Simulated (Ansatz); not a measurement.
The reference is ZnSe in the zinc blende structure (space group F-43m, No. 216).

```xyz
2
Lattice="0.0000 2.7838 2.7838 2.7838 0.0000 2.7838 2.7838 2.7838 0.0000" Properties=species:S:1:pos:R:3 pbc="T T T"
Zn     0.0000     0.0000     0.0000
Se     1.3919     1.3919     1.3919
```

Cartesian axes are those of the cell as printed.

Level of theory: LDA in Ansatz (plane waves to 420 eV, PAW, without spin-orbit coupling).

Before the change:

The valence-band top at Γ comes out as 0.00, 0.00, 0.00 eV.

The change: the cell is compressed by 0.50 % along z with no lateral relaxation; the atoms relax in the strained cell.

Task: What does the calculation give for the stress after the change?

Result: The stress (xx, yy, zz, yz, xz, xy; compression positive) comes out as (0.30, 0.30, 0.49, 0.00, 0.00, 0.00) GPa.

Task: How does this affect the valence-band top at Γ?

Result: The valence-band top at Γ (three highest levels, from the VBM) changes from 0.00, 0.00, 0.00 eV to 0.00, -0.02, -0.02 eV.

The levels and masses belong to the bands next to the band gap. No phonon test of stability was made.

Ansatz is an electronic-structure program.
